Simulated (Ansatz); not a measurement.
# The (100) surface of cubic CsPbBr3 (a phase of room or higher temperature, not the 0 K ground state) in its 1x1 cell (cut with top plane 2 Br + Pb, bottom plane 2 Br + Pb), relaxed from an ideal cut (the real face may reconstruct), outermost plane spacing 3.00 Å in the ideal cut (one of several cuts of this face), with 1 Pb, 2 Br a cell over the bulk's ratio

These are PBE (plane waves to 420 eV, PAW; Ansatz, an electronic-structure program) values and carry that method's errors.

Model: 13-atom slab, Br8Cs2Pb3, 12.0 Å thick at the start, 4x4x1 mesh, Fermi-Dirac 0.025 eV, dipole correction, all atoms relaxed; held to the start's symmetry, so lower structures may exist; no spin, no spin-orbit, no U.

| Property | Value |
|---|---|
| gap of the slab on its k-mesh | 2.10 eV |
| highest filled level below the top vacuum level | 5.52 eV |
| energy released by relaxation | 0.16 eV |
| cost | very roughly 3 core-minutes |
